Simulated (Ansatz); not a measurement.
Base system: CdSe in the zinc blende structure (space group F-43m, No. 216; a = 6.196 Å).

Level of theory: PBE (Ansatz, a first-principles code, PAW, no spin-orbit coupling).

```
level  band gap  lattice parameter a
-----  --------  -------------------
PBE     0.49 eV              6.196 Å
```

Measured: band gap 1.77 eV (0 K or low temperature; as listed in arXiv:1206.3780); lattice parameter a 6.077 Å (room temperature; as listed in arXiv:1206.3780).

Computed minus measured — band gap: PBE -1.28 eV; lattice parameter a: PBE +2.0 %. Measured values not marked as corrected hold thermal and zero-point effects that the static-lattice runs lack. A measured gap can be an optical one, lowered by exciton binding. Levels without spin-orbit coupling miss its lowering of the gap, often about a third of the valence-band splitting.

Whether these cells are dynamically stable was not tested.
